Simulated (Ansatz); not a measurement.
**A computed series for GaN: pressure series**

Take GaN in the wurtzite structure (space group P6_3mc, No. 186; a = 3.219 Å, c = 5.244 Å) as the base.

Cell and atoms are relaxed at each pressure.

All numbers come from PBE (Ansatz, a quantum-chemistry and plane-wave program, PAW, no SOC), earlier PAW set.

```tsv
pressure (GPa)	volume per atom (Å³/atom)
-2	11.902
-1	?
0	11.761
0.9	11.701
2.1	11.622
4.5	11.473
9	11.219
15	10.921
30	10.317
```

### Question
Fit the third-order Birch–Murnaghan form P(V) = (3B₀/2)[(V₀/V)^(7/3) − (V₀/V)^(5/3)]·[1 + (3/4)(B₀′ − 4)((V₀/V)^(2/3) − 1)] (squares taken in P) to the rows shown and predict the withheld row.

### Answer
Least squares on the printed values gives V₀ = 11.761 Å³/atom, B₀ = 172 GPa, B₀′ = 4.3; this predicts 11.830 Å³/atom, and the run gives 11.830 Å³/atom, in agreement.

Load acts through the strain it causes; cell and atoms are relaxed under it. Whether these cells are dynamically stable was not tested. Tetrahedral semiconductors of this kind turn to denser phases somewhere between about 1 and 50 GPa; those were not computed, so compressed cells here can lie past the real transition.
